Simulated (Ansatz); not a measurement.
Start from MgTe in the wurtzite structure (space group P6_3mc, No. 186; a = 4.561 Å, c = 7.413 Å).

Modification: every lattice vector is shortened by 1.04 %; the atoms relax in the strained cell.

Levels (all Ansatz, an electronic-structure program, PAW, earlier PAW set): PBEsol (420 eV, without spin-orbit coupling); HSE06 (420 eV, without spin-orbit coupling); PBEsol+SOC (420 eV, with spin-orbit coupling).

One geometry, relaxed with PBEsol, under each level:

The valence-band top lists the three highest levels at Γ (Kramers pairs under SOC), from the VBM.

```csv
level,band gap,lowest conduction level above the VBM at special points,valence-band top at Γ,electron mass,pressure
PBEsol,2.53 eV,Γ 2.53 eV; M 3.07 eV; L 3.16 eV,"0.00, -0.02, -0.02 eV","0.16 mₑ along c, 0.17 mₑ across (at Γ)",12.0 kbar
HSE06,3.53 eV,Γ 3.53 eV; M 3.92 eV; L 4.04 eV,–,–,–
PBEsol+SOC,2.26 eV,Γ 2.26 eV; M 2.80 eV; L 2.89 eV; K 3.10 eV,"0.00, -0.01, -0.55 eV","0.15 mₑ along c, 0.17 mₑ across (at Γ)",12.2 kbar
```

Single points use the geometry relaxed with PBEsol. Differences between runs with and without spin-orbit coupling are approximate. With Te present, leaving out spin-orbit coupling can change the band edges. Masses are band curvatures over ±0.01 Å⁻¹ around the edge. Whether these cells are dynamically stable was not tested.
